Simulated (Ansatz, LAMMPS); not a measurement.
Ge well of 8 atomic layers along [001] in random Si0.2Ge0.8, interfaces one step of a layer. Cell 17.11 × 17.11 × 45.85 Å, Si82Ge494, 576 atoms. Prepared with Tersoff's 1989 multicomponent potential (SiCGe.tersoff) (LAMMPS): minimisation. 

Basis: localised support functions (accuracy medium) on a full density matrix. k-points: zone centre alone; occupations: Fermi-Dirac, 0.010 eV; spin polarisation not allowed. Scalar-relativistic, no spin-orbit coupling.

Estimate the gap and bonding that PBE, support functions at accuracy medium on the grid of 370 eV (Ansatz, a quantum-chemistry and plane-wave program) returns for this input.


- electronic character of the cell = no gap resolved at this smearing
- coordination (neighbours within 2.936 Å) = 100.0 % 4-fold
- Ge-Ge bonds, mean ± spread = 2.487 ± 0.005 Å
- Ge-Si bonds, mean ± spread = 2.440 ± 0.006 Å
- Si-Si bonds, mean ± spread = 2.396 ± 0.007 Å
- bond angles, mean ± spread = 109.5° ± 0.9°
- pressure = 0.04 GPa
